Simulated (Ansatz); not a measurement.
Reference: ZrRh$_{3}$ (Pm-3m), PBEsol, DFPT electron-phonon coupling, linearised Boltzmann equation (plane waves, PAW, scalar-relativistic; Ansatz, a first-principles code); geometry: relaxed with this functional, without spin-orbit coupling.

```cif
data_Rh3Zr
_chemical_formula_sum 'Zr1 Rh3'
_space_group_name_H-M_alt 'Pm-3m'
_space_group_IT_number 221
_space_group_name_Hall '-P 4 2 3'
_cell_length_a 3.90406
_cell_length_b 3.90406
_cell_length_c 3.90406
_cell_angle_alpha 90.000
_cell_angle_beta 90.000
_cell_angle_gamma 90.000
loop_
_atom_site_label
_atom_site_type_symbol
_atom_site_symmetry_multiplicity
_atom_site_Wyckoff_symbol
_atom_site_fract_x
_atom_site_fract_y
_atom_site_fract_z
_atom_site_occupancy
Zr1 Zr 1 a 0.00000 0.00000 0.00000 1
Rh1 Rh 3 c 0.00000 0.50000 0.50000 1
```

| Property | Value |
|---|---|
| resistivity at 300 K | 11.5 μΩ·cm |
| mean free path at 300 K | 7.5 nm |

**Question.** Replace Rh by Ir on the same sites and relax. What happens?

**Answer.** ZrIr3 (Pm-3m): volume per atom 14.9 to 15.2 Å³; resistivity at 300 K falls (11.5 μΩ·cm to 10.1 μΩ·cm); mean free path at 300 K rises (7.5 nm to 10.2 nm).

**Question.** Replace Zr by Hf on the same sites and relax. What happens?

**Answer.** HfRh$_{3}$ (Pm-3m): volume per atom 14.9 to 14.8 Å³; resistivity at 300 K stays about the same (11.5 μΩ·cm to 11.2 μΩ·cm); mean free path at 300 K stays about the same (7.5 nm to 7.7 nm).

**Question.** Replace Zr by Nb on the same sites and relax. What happens?

**Answer.** NbRh$_{3}$ (Pm-3m): volume per atom 14.9 to 14.2 Å³; resistivity at 300 K falls (11.5 μΩ·cm to 8.2 μΩ·cm); mean free path at 300 K rises (7.5 nm to 13.3 nm).

Moves up to 9 % count as about the same. Metals; harmonic phonons alone scatter; means over directions. The mean free path is weighted by the current that each state carries. Halving the electron mesh moves these values by up to 7 %; q meshes are mostly untested. Some of the runs warned that the eigensolver left states short of its tolerance. Spin-orbit coupling is left out.

Formula and space group known from diffraction (Crystallography Open Database), not checked to be the room-temperature form: HfRh3 (Pm-3m), NbRh3 (Pm-3m), ZrIr3 (Pm-3m), ZrRh3 (Pm-3m). The missing spin-orbit coupling matters most for HfRh3 (Pm-3m), ZrIr3 (Pm-3m).
